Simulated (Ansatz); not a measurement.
Consider Al2O3 in the corundum structure (space group R-3c, No. 167; a = 4.729 Å, c = 12.892 Å (hexagonal axes)). Axes: x lies along a and z along c of the hexagonal cell.

All numbers come from LDA (Ansatz, a program for electronic structure), spin-orbit coupling left out.

Before the change:

```
Item                  Result
-------------------  -------
Smallest direct gap  6.43 eV
Band gap             6.43 eV
```

One thing is altered: the cell is stretched by 0.75 % along z with no lateral relaxation, atoms relaxed at fixed cell.

**Question.** Predict the new smallest direct gap, energy relative to the base and band gap.

**Answer.** The smallest direct gap shrinks by 0.06 eV, from 6.43 eV to 6.37 eV; the energy rises by 0.7 meV/atom; the band gap falls by 0.07 eV (6.43 eV → 6.36 eV).

The cells carry an imposed strain or load. No phonon test of stability was made.
